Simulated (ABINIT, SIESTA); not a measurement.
SIESTA against ABINIT: the two-point bulk modulus of tetrahedral semiconductors

PBE single points on the same cell and mesh in two programs: ABINIT (plane waves, PAW (JTH v2.0 PBE PAW)) and SIESTA (numerical atomic orbitals DZP, PseudoDojo PBE standard norm-conserving potentials (rewritten from UPF to PSML)), each at the cutoffs shown, which weren't converged row by row, so neither column is a reference. The number in brackets is the space group.

Here x stands for two-point bulk modulus, ABINIT and y for two-point bulk modulus, SIESTA.

| crystal | two-point bulk modulus, ABINIT (GPa) | two-point bulk modulus, SIESTA (GPa) | cell as run (Å³/atom) | k mesh | cutoffs | valence electrons |
|---|---|---|---|---|---|---|
| InSb (216) | 37.1 | 37.3 | 37.49 | 9×9×9 | 544 eV / grid 4762 eV | 28 / 28 |
| CdSe (216) | 71.0 | ? | 27.68 | 9×9×9 | 544 eV / grid 4762 eV | 18 / 36 |
| ZnS (216) | 86.2 | 97.3 | 19.79 | 7×7×7 | 816 eV / grid 4762 eV | 18 / 26 |
| ZnO (186) | 174.0 | 190.5 | 11.85 | 6×6×4 | 816 eV / grid 5442 eV | 36 / 52 |
| GaN (216) | 215.3 | 211.9 | 11.54 | 13×13×13 | 707 eV / grid 4762 eV | 18 / 18 |
| AlN (216) | 234.0 | 234.6 | 10.50 | 10×10×10 | 707 eV / grid 4082 eV | 8 / 8 |

Taking a straight line for y over the 5 complete rows: With u = x - 149, the rows have u = -111.90, -62.80, 25.00, 66.30, 85.00. Means: u 0.32000, y 154.32. About the means, the sum of products is 28221 and the sum of squares of u is 28711; the slope is their ratio. Least squares gives y = 154.01 + 0.98295·u. Residuals (row less fit): -6.72, 5.02, 11.92, -7.28, -2.96; standard error 9.56 (degrees of freedom: 3). Full agreement would be y = x; this line has slope 0.983 and stands 5.0 GPa from it at x = 149.0.

Task: Estimate the missing y (x = 71.0); what did the run itself give?

Result: u = -78.00, so y = 154.01 + 0.98295 × (-78.00) = 77.3 GPa. The calculation gives 82.5 GPa, 5.2 GPa above the prediction (2.6 % of the range of y in the table). The row lies between fitted rows. From the scatter of the fitted rows alone, a prediction at this place has a standard error of 11.36 GPa, so the miss is 0.5 times that.

Copying x would have missed this row by 11.5. The cells are not relaxed at this level: typed lattice constants and structures from a database of calculations, some with the lattice rescaled by up to 2.5 %. The modulus is -ΔP/Δln V between the cell and a copy with its lattice scaled by 0.98 at fixed fractional positions; it lies above the value at zero pressure where the cells are compressed, and held positions can raise it further. For CdSe, ZnS and ZnO the two columns treat unlike numbers of electrons as valence, which can move such rows off the line. SIESTA: values carry the incompleteness of an atom-centred basis. The rows, and the inner row withheld, were drawn at random from non-magnetic crystals of this class with sound runs on fine meshes; tables whose line scatters by over 5 % of the range, or whose columns agree throughout, aren't shown.
